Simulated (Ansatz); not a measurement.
Input:

```xyz
3
Lattice="3.2539 0.0000 0.0000 0.0000 3.2539 0.0000 1.6269 -1.6269 3.8844" Properties=species:S:1:pos:R:3 pbc="T T T"
Si     1.6269     1.6269     1.2795
Si     3.2539     0.0000     2.6049
Mo     0.0000     0.0000     0.0000
```

No spin polarisation.

Method: PBEsol (Ansatz, an electronic-structure program), no spin-orbit coupling. Settings: 25×25×25 k-points, 0.1 eV Fermi–Dirac smearing.

**Question.** Predict the band gap, in-plane stress and space group.

**Answer.** 
- Band gap: zero
- Mean in-plane stress (compression positive): -9.2 GPa
- Space group: I4/mmm (No. 139)

The cells carry an imposed strain or load. Whether these cells are dynamically stable was not tested. The final runs are not spin-polarised. The cell was made from MoSi2 (space group I4/mmm, No. 139) by this change: biaxial strain +2.00 %, plane normal [001], relaxed out of plane.
